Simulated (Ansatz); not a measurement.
Consider TiO2 in the anatase structure (space group I4_1/amd, No. 141; a = 3.770 Å, c = 9.555 Å).

Now apply this change: the cell is scaled by 0.9536 in all directions; the atoms relax in the strained cell.

Levels (all Ansatz, a program for electronic structure, PAW, earlier PAW set): PBEsol (420 eV, no spin-orbit coupling); r2SCAN (500 eV, without spin-orbit coupling).

The geometry is relaxed with PBEsol.

| Quantity | Result |
|---|---|
| PBEsol lowest conduction level above the VBM at special points | Γ 2.22 eV; M 2.69 eV; S₀ 3.64 eV; S 3.64 eV |
| PBEsol smallest direct gap | 2.68 eV |
| PBEsol pressure | 39.55 GPa |

Task: Predict the lowest conduction level above the VBM at special points, smallest direct gap and pressure from r2SCAN.

Result: The lowest conduction level above the VBM at special points becomes Γ 2.71 eV; M 3.17 eV; S₀ 4.10 eV; S 4.10 eV (PBEsol: Γ 2.22 eV; M 2.69 eV; S₀ 3.64 eV; S 3.64 eV); the smallest direct gap goes up by 0.507 eV to 3.18 eV; the pressure increases by 3.70 GPa to 43.25 GPa.

Single points use the geometry relaxed with PBEsol. Their cutoffs differ, which shifts pressures a little. Stability against distortions was not tested. The final runs are not spin-polarised.
